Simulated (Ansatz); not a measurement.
Consider this model of amorphous La36O54.

```xyz
90
Lattice="11.6168 0.0000 0.0000 0.0000 11.6168 0.0000 0.0000 0.0000 11.6168" Properties=species:S:1:pos:R:3 pbc="T T T"
La     6.8242     0.4104    10.3171
La     4.7348     3.0024     0.7111
La     1.1166     7.6063    10.3312
La     7.2921    11.0576     6.2993
La     9.5416     8.3543     4.4975
La     9.4484     9.0244     8.9464
La     1.2017     3.1394     6.0953
La     1.8141     1.5997     2.5355
La     0.5613     5.0811     2.8138
La     9.0074    10.4804     0.9769
La     7.1383     4.6634    10.5180
La     5.8256     9.1124     2.8716
La    10.0029     5.3979     8.9174
La     3.8524    10.8457     0.3032
La     1.0601     3.7587    10.7121
La     6.7185     1.2036     2.9005
La     9.7903     7.0108     0.8134
La     0.5269     6.8173     6.5542
La     0.4272    11.2008    10.6585
La     6.6605     7.1633     6.5175
La     9.9665     1.6096     8.5487
La     9.5579     2.6559     0.6605
La     1.0572     9.4670     2.7778
La     4.1633     4.2953     4.2187
La     3.4499     1.4292     8.5973
La     3.5595     6.4833     1.1134
La     3.8939     9.2630     8.3308
La     9.4562     4.6573     5.3976
La     3.8882     5.4591     8.4434
La     6.3990     8.2495    10.8308
La     0.3754    10.7505     6.4469
La     3.3883     7.5860     5.0313
La     3.8154    11.5524     5.0942
La    10.1280     1.0690     4.3778
La     6.7065     2.9189     6.8985
La     7.0830     5.6794     2.6870
O      7.2482     7.8992     4.3291
O     10.3974     3.3348    10.0845
O      5.8673     3.4764     2.7593
O     10.8482     9.0009    11.1247
O      9.5579     6.7689     6.3197
O      0.5230     8.6623     5.0862
O     11.4090     4.6911     7.0984
O      2.9765     2.2611     4.6456
O      9.5982    10.6272     5.4346
O     11.3124     5.8179    10.9925
O      1.8394     5.3900     4.7974
O      1.4434     1.5487     9.9389
O     10.0064     6.1004     3.3369
O      4.5873     8.6066     0.8067
O      5.6038     5.3824     0.3619
O      4.8642     8.8939     6.1737
O     10.3193     9.1841     2.4395
O      7.9410     1.6164     5.0724
O      2.6258     3.4579     8.0002
O      5.3497     7.3056     8.8769
O      4.7162     6.5691     3.2270
O     11.2640     1.4258     6.5838
O      8.4038     6.7755    10.0772
O      7.7216     9.0604     7.3691
O      2.6136     5.6371    10.5674
O      1.3824     7.1821     1.8138
O      6.6268    10.9491     1.3495
O     10.8997    10.8637     8.5191
O      8.0059     9.9107    10.5367
O      4.5251     1.2701    10.6727
O      9.7544     0.6263    11.0333
O      1.5612    11.2377     1.2066
O      2.6254    11.1637     7.1213
O      2.2908     9.7518    10.2366
O      7.1989     4.8512     5.1002
O      7.7641     0.9266     8.2055
O      7.6259     7.8745     1.3828
O      2.4488     7.4363     7.7733
O      0.8620     0.0274     4.1163
O      9.0204     0.9637     2.2851
O     11.2268     3.2895     4.2155
O      4.5646     5.7882     6.1433
O     11.2412     7.4524     8.5896
O      0.3034     3.0682     1.2170
O      8.5653     4.8872     0.9484
O      3.3861     9.5297     3.6450
O      7.1049     2.4724    11.5855
O      8.6842     3.7693     7.6895
O      5.6810     3.8640     8.8227
O      2.9503     4.1898     2.0324
O      5.2327    10.2540     9.9736
O      5.9964    11.0836     4.2590
O      5.1794     0.9958     6.7759
O      4.0638     1.1210     1.9626
```

Level of theory: PBE, scalar-relativistic without spin-orbit coupling (plane waves to 420 eV, PAW; Ansatz, a program for electronic structure).

A CHGNet melt-quench gave the starting glass, which DFT then relaxed. O atoms were pushed apart under 1.9 Å during the dynamics, to hinder bonds among them. The hot cell started wider than the set density and was brought back towards it in steps. It is the lowest in DFT energy of 4 quenches. It is a model cell: composition and starting density were chosen by hand, and all elements were melted together. No dispersion term was used. Its density started from a set value of 5.84 and ended at 6.21 g/cm³. The quench (nominally 70 K/ps over its main leg) was far faster than any real one, so the model tends to hold more defects than a real film. One small periodic cell is one sample of the glass; other quenches scatter about these values. The volume was free in the relaxation, at fixed shape. Stress components on the final sampling reach 1.6 GPa.

Cut-offs for bonds: La-La 3.96 Å, La-O 3.14 Å, O-O 1.58 Å. Two cations that share two anions don't count as bonded, nor two that share one unless they lie closer than La-La 3.85 Å.

Question: Give the coordination numbers, mean bond lengths and angles.

Answer: 
| Quantity | Result |
|---|---|
| Mean coordination of La by anions | 6.25 (3 with 5, 22 with 6, 10 with 7, 1 with 8); 18 close contacts or bonds to cations besides |
| Mean coordination of O | 4.17 (4 with 3, 37 with 4, 13 with 5) |
| Mean La-O bond | 2.504 Å (spread 0.168 Å, 225 counted) |
| Mean La-La close contact | 3.743 Å (spread 0.157 Å, 9 counted) |
| Bond angle at La | mean 101.3°, spread 30.6° |
| Bond angle at O | mean 108.3°, spread 19.6° |

Question: List the pairs of like atoms that count as bonded by the rules above.

Answer: La7-La25 (3.77 Å), La8-La34 (3.82 Å), La9-La17 (3.66 Å), La11-La30 (3.67 Å), La11-La13 (3.36 Å), La24-La35 (3.94 Å), La25-La27 (3.82 Å), La26-La30 (3.85 Å), La28-La34 (3.79 Å).
